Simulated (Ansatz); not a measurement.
Rock-salt NaH: PBE at its full settings (plane-wave cutoff 520 eV, 12×12×12 k mesh, Fermi–Dirac smearing 0.01 eV, scalar-relativistic PAW data made under PBE) and at cheaper ones, in a cell of 2 atoms with Γ-centred meshes.

```json
[
 {"level and setting": "PBE (Ansatz)", "lattice parameter a (Å)": "4.832", "bulk modulus (GPa)": "23.2"},
 {"level and setting": "PBE (Γ point alone) (Ansatz)", "lattice parameter a (Å)": "4.160", "bulk modulus (GPa)": "104"},
 {"level and setting": "PBE (2×2×2 k mesh) (Ansatz)", "lattice parameter a (Å)": "4.956", "bulk modulus (GPa)": "19.5"},
 {"level and setting": "PBE (4×4×4 k mesh) (Ansatz)", "lattice parameter a (Å)": "4.832", "bulk modulus (GPa)": "23.2"},
 {"level and setting": "PBE (6×6×6 k mesh) (Ansatz)", "lattice parameter a (Å)": "4.832", "bulk modulus (GPa)": "23.2"},
 {"level and setting": "PBE (Fermi-Dirac smearing of 0.3 eV) (Ansatz)", "lattice parameter a (Å)": "4.832", "bulk modulus (GPa)": "23.2"}
]
```

Largest shifts from the full settings: lattice constant a -13.9 % (PBE (Γ point alone)), against a difference of -0.82 % of the full result from the reference 4.872 Å (measured, room temperature, no zero-point or thermal correction, our sources range from 4.872 to 4.880; as tabulated in Thermodynamic Modeling of Hydrogen Storage Capacity in Mg-Na Alloys); bulk modulus +348 % (PBE (Γ point alone)), against a difference of +19.6 % of the full result from the reference 19.4 ± 2 GPa (measured, room temperature, not corrected to a static lattice; as tabulated in High-pressure studies of NaH to 54 GPa).

The full settings aren't shown to be converged themselves.

Ansatz's density-functional and Hartree–Fock values are scalar-relativistic unless marked +SOC, with PAW data made under PBE.

Run with cheap settings on purpose, which may leave them unconverged: PBE (2×2×2 k mesh), PBE (4×4×4 k mesh), PBE (6×6×6 k mesh), PBE (Fermi-Dirac smearing of 0.3 eV), PBE (Γ point alone).

Ansatz is an electronic-structure program.
